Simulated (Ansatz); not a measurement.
```
CELL_PARAMETERS angstrom
      4.11238     0.00000     0.00000
      0.00000     4.11238     0.00000
      2.05619    -2.05619     2.92533
ATOMIC_POSITIONS crystal
  Pb 0.00000 0.00000 0.00000
  S  0.50000 0.50000 0.00000
```

No spin polarisation.

Computed with Ansatz (an electronic-structure program) LDA, no SOC. Γ-centred 10×10×10 mesh, Fermi–Dirac width 0.05 eV.

What is the computed band gap?

Zero.

What pressure (mean of the normal stresses, compression positive) does the calculation give?

0.6 GPa.

What space group does the calculation give?

I4/mmm (No. 139).

Spin-orbit coupling, missing from the scalar runs, can matter with Pb. The cells carry an imposed strain or load. Whether these cells are dynamically stable was not tested. All final runs are without spin polarisation. The cell was made from PbS in the rock salt structure (space group Fm-3m, No. 225) by this change: biaxial strain −0.50 %, plane normal [001], relaxed out of plane. Gaps under 0.05 eV, about the width of the smearing, are given as zero. A zero or small gap of PbS can be the functional's error rather than a property of the material.
